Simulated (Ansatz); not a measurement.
# Li, pressure series

Take Li in the bcc (W type) structure (space group Im-3m, No. 229; a = 3.435 Å) as the base.

Cell and atoms are relaxed at each pressure.

Level of theory: Kohn–Sham DFT with the PBEsol functional, run in Ansatz (a quantum-chemistry and plane-wave program) with PAW and 420 eV plane waves, no spin-orbit coupling, earlier PAW set.

Two rows of this table had their results exchanged by mistake.

| pressure | volume per atom (Å³) | shortest distance (Å) | band gap |
|---|---|---|---|
| pressure −2 GPa | 24.84 | 3.184 | zero |
| pressure −1 GPa | 22.03 | 3.059 | zero |
| pressure 0.9 GPa | 14.12 | 2.638 | zero |
| pressure 2.1 GPa | 17.88 | 2.853 | zero |
| pressure 4.5 GPa | 16.16 | 2.759 | zero |
| pressure 9 GPa | 19.09 | 2.916 | zero |
| pressure 15 GPa | 12.45 | 2.529 | zero |
| pressure 22.5 GPa | 11.10 | 2.434 | zero |
| pressure 30 GPa | 10.15 | 2.362 | zero |

Which two?

The rows for pressure 0.9 GPa and pressure 9 GPa: the volume has to fall steadily with pressure, so 19.09 Å³ belongs to pressure 0.9 GPa and 14.12 Å³ to pressure 9 GPa.

Load acts through the strain it causes; cell and atoms are relaxed under it. Whether these cells are dynamically stable was not tested. Measured, Li leaves this structure (for fcc) near 7.5 GPa (temperature not stated; as listed in Olga Degtyareva, NATO science for peace and security series. B, Physics and biophysics (2010)).
